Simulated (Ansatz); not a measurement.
# Cu2O, carrier doping

Start from Cu₂O (space group Pn-3m, No. 224; a = 4.299 Å).

Carriers are added at fixed cell with a uniform background; the Fermi–Dirac width is that of 300 K.

All numbers come from PBE, PAW, 420 eV (Ansatz, a first-principles code; no SOC), earlier PAW set.

Notes on the quantities. Fermi level from band edge: Fermi level relative to the doped band's edge (positive inside the band; to 0.05 eV).

```csv
change,Fermi level from band edge,gap between the host's bands
undoped,–,0.47 eV
electrons 2.0×10^21 cm⁻³,+0.60 eV,0.47 eV
electrons 3.0×10^21 cm⁻³,+0.70 eV,0.46 eV
electrons 5.0×10^21 cm⁻³,+0.95 eV,0.46 eV
electrons 2.0×10^22 cm⁻³,+1.35 eV,0.43 eV
holes 2.0×10^21 cm⁻³,+0.15 eV,0.48 eV
holes 3.0×10^21 cm⁻³,+0.20 eV,0.48 eV
holes 5.0×10^21 cm⁻³,+0.25 eV,0.49 eV
holes 2.0×10^22 cm⁻³,+0.45 eV,0.58 eV
```

Carriers are added with a uniform compensating background; total energy and stress of such cells depend on the potential's zero and are not compared; many-body gap narrowing is missing at this level. Whether these cells are dynamically stable was not tested. No Hubbard U is applied. All final runs are without spin polarisation.
